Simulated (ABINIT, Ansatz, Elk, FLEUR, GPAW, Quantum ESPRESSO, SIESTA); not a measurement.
V (Im-3m, 1 atom in the cell) computed with different codes at matched settings

Self-consistent single point, at a second geometry (lattice scaled by 0.98). First geometry:

```
V
1.0
   -1.50879     1.50879     1.50879
    1.50879    -1.50879     1.50879
    1.50879     1.50879    -1.50879
V
1
Direct
  0.00000   0.00000   0.00000
```

Shared settings, as Ansatz (an electronic-structure program) writes them: kpoints.mp_grid.grid = 15 15 15; scf.occupations.method = fermi_dirac; scf.occupations.width = 0.1 eV. Potentials and cutoffs stand in the table.

| code | model | ΔF from the first geometry (meV/atom) | pressure (GPa) | cutoff |
|---|---|---|---|---|
| Quantum ESPRESSO | PBE, SSSP 1.1.2 precision (PBE) pseudopotentials | 9.7 | 7.85 | 65 Ry |
| Ansatz | PBE, default PAW files | 10.5 | 7.99 | 420 eV |
| ABINIT | PBE, norm-conserving pseudopotentials (PseudoDojo nc-sr-05 PBE standard) | 10.8 | 8.14 | 1143 eV |
| SIESTA | GGA PBE, numerical atomic orbitals DZP, PseudoDojo PBE standard norm-conserving potentials (rewritten from UPF to PSML) | 4.2 | 6.42 | grid 350 Ry |
| FLEUR | PBE, all-electron FLAPW (FLEUR), scalar-relativistic valence | 12.0 | – | Kmax 4 1/bohr |
| GPAW | PBE, GPAW PAW datasets PBE (gpaw-data 1.0.1) | 16.9 | 9.49 | 800 eV |
| Elk | PBE, all-electron FP-LAPW, Elk's shipped species files, default APW+lo basis | 21.0 | – | rgkmax 7 |

A dash marks a value that a program does not give, or that is left out as unsure.

On Ansatz's run: spin polarisation is off.

The spread over the programs that give each value: ΔF from the first geometry within 16.8 meV/atom; pressure within 3.07 GPa.

SIESTA uses small atom-centred bases, whose incompleteness enters pressures, forces and empty levels differently from a plane-wave cutoff. FLEUR and Elk treat all electrons, but the usual bases taken here (sphere radii, linearisation, local orbitals, empty states) were not tested for convergence, so the values are no reference for the others. Ansatz's pressure is given at a fixed set of plane waves, as the other plane-wave codes print theirs; with its correction for the finite basis it is 8.09 GPa. In the pressure, SIESTA (by 1.64) and GPAW (by 1.43) lie more than 1 GPa from the median of the plane-wave programs.

The starting cell has typed, rounded lattice constants, without a prior relaxation at this level. Its lattice was rescaled by a random factor within 2.5 % of one. For this run, on top of that: lattice scaled by 0.98.

Keys are those of Ansatz 0.2.
